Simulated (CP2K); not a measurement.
CP2K run on RuAl (P1, 2 atoms in the cell): self-consistent single point.

Method: PBE, GPW, DZVP-MOLOPT-SR-GTH basis, GTH-PBE potentials (GTH_POTENTIALS) (CP2K).

The change in words: lattice scaled by 0.98. Reference geometry:
```xyz
2
Lattice="2.9900 0.0000 0.0000 0.0000 2.9900 0.0000 0.0000 0.0000 2.9900" Properties=species:S:1:pos:R:3 pbc="T T T"
Al     1.4876     1.4713     1.4788
Ru     0.0074     0.0237     0.0162
```

Reference input (self-consistent single point, DFT PBE, GPW, DZVP-MOLOPT-SR-GTH basis, GTH-PBE potentials (GTH_POTENTIALS)): CUTOFF = 500 Ry; REL_CUTOFF = 50 Ry; SMEAR/METHOD = GAUSSIAN; SIGMA = 0.05 eV; KPOINTS/SCHEME = MONKHORST-PACK 7 7 7; XC_FUNCTIONAL = PBE; Al/BASIS_SET = DZVP-MOLOPT-SR-GTH-q3; Al/POTENTIAL = GTH-PBE-q3; Ru/BASIS_SET = DZVP-MOLOPT-SR-GTH-q16; Ru/POTENTIAL = GTH-PBE-q16; METHOD = GPW; EPS_DEFAULT = 1e-11. This run's input differs from it in these lines:

```diff
@@ -63,5 +63,5 @@
     &CELL
-      A 2.99000000 0.00000000 0.00000000
-      B 0.00000000 2.99000000 0.00000000
-      C 0.00000000 0.00000000 2.99000000
+      A 2.93020000 0.00000000 0.00000000
+      B 0.00000000 2.93020000 0.00000000
+      C 0.00000000 0.00000000 2.93020000
       PERIODIC XYZ
```

Output (repeated stretches shortened):

```
 SCF WAVEFUNCTION OPTIMIZATION

  Step     Update method      Time    Convergence         Total energy    Change
     1 NoMix/Diag. 0.30E+00      -     1.41977626       -97.5701167693 -9.76E+01
     2 Broy./Diag. 0.30E+00      -     0.08581467       -98.5926203344 -1.02E+00
     3 Broy./Diag. 0.30E+00      -     0.03603956       -97.3572893448  1.24E+00
     4 Broy./Diag. 0.30E+00      -     0.01240036       -96.8405442393  5.17E-01
     5 Broy./Diag. 0.30E+00      -     0.00367628       -96.8922857396 -5.17E-02
     6 Broy./Diag. 0.30E+00      -     0.00112278       -96.8351132716  5.72E-02
   [... 4 lines left out ...]
    11 Broy./Diag. 0.30E+00      -     0.00000093       -96.8282082102 -1.86E-05
    12 Broy./Diag. 0.30E+00      -     0.00000103       -96.8282136673 -5.46E-06
    13 Broy./Diag. 0.30E+00      -     0.00000028       -96.8282140431 -3.76E-07
    14 Broy./Diag. 0.30E+00      -     0.00000005       -96.8282140721 -2.90E-08
  *** SCF run converged in    14 steps ***

  Overlap energy of the core charge distribution:               0.00000000000142
  Self energy of the core charge distribution:               -173.58670210085620
  Core Hamiltonian energy:                                     40.80118563595295
  Hartree energy:                                              47.04075844579093
  Exchange-correlation energy:                                -11.08331987221633
  Smearing free energy correction:                             -0.00013618079455
  Fermi energy:                                                 0.51694991567902

  Total energy:                                               -96.82821407212136
  Total energy (extrapolated to sigma->0):                    -96.82814598172408

                     Mulliken Population Analysis

   [... lines left out ...]

 STRESS| Analytical stress tensor [bar]
 STRESS|                        x                   y                   z
 STRESS|      x        1.78545326446E+05   1.37801931342E+03   9.43649841119E+02
 STRESS|      y        1.37801931342E+03   1.75895829300E+05   3.02324781572E+03
 STRESS|      z        9.43649841119E+02   3.02324781572E+03   1.77465096574E+05
 STRESS| 1/3 Trace                                             1.77302084106E+05
```

The run converged in 14 iterations. Against the reference run the free energy goes up by 48.7 meV/atom, the pressure goes from 2.90 to 17.73 GPa and the largest force goes from 0.469 to 0.576 eV/Å.

The starting cell has typed, rounded lattice constants, without a prior relaxation at this level. Its atoms were displaced at random from the sites of space group no. 221. For this run, on top of that: lattice scaled by 0.98. Spin polarisation is off. Values carry the incompleteness of an atom-centred basis. With a pressure of about 18 GPa the cell is away from its equilibrium volume at this level.

Cost on one core of a shared machine: roughly 30 s.
